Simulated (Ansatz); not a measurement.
System: LaN (model structure, started from the zincblende type, F-43m, No. 216, 2 atoms in the cell). Method: HSE06 (Ansatz, a first-principles code, PAW).

Settings: plane-wave cutoff 520 eV, 8×8×8 k mesh, scalar-relativistic PAW data made under PBE.

Cell (relaxed at this level):

```cif
data_LaN
_chemical_formula_sum 'N1 La1'
_space_group_name_H-M_alt 'P 1'
_space_group_IT_number 1
_cell_length_a 3.95395
_cell_length_b 3.95395
_cell_length_c 3.95395
_cell_angle_alpha 60.000
_cell_angle_beta 60.000
_cell_angle_gamma 60.000
loop_
_space_group_symop_operation_xyz
  'x, y, z'
loop_
_atom_site_label
_atom_site_type_symbol
_atom_site_fract_x
_atom_site_fract_y
_atom_site_fract_z
_atom_site_occupancy
N1 N 0.25000 0.25000 0.25000 1
La1 La 0.00000 0.00000 0.00000 1
```

Problem. What does this level give for the Voigt–Reuss–Hill bulk modulus, Voigt–Reuss–Hill shear modulus (Hill average), Young modulus and Poisson ratio?

Solution. 
- Voigt–Reuss–Hill bulk modulus: 92.5 GPa
- Voigt–Reuss–Hill shear modulus (Hill average): 21.6 GPa
- Young modulus: 60.1 GPa
- Poisson ratio: 0.392

Note: the relaxation could raise the start's symmetry but not lower it, so the cell can be a saddle point.

Elastic constants are with the ions relaxed.

Spin–orbit coupling is not included.

Static lattice: no zero-point or thermal effects.

The result took about 40 core-minutes (a rough figure).

A model structure was made by putting elements into a prototype or built by hand; it is no filed structure, need not be a known phase, and can be a saddle point held by its symmetry.
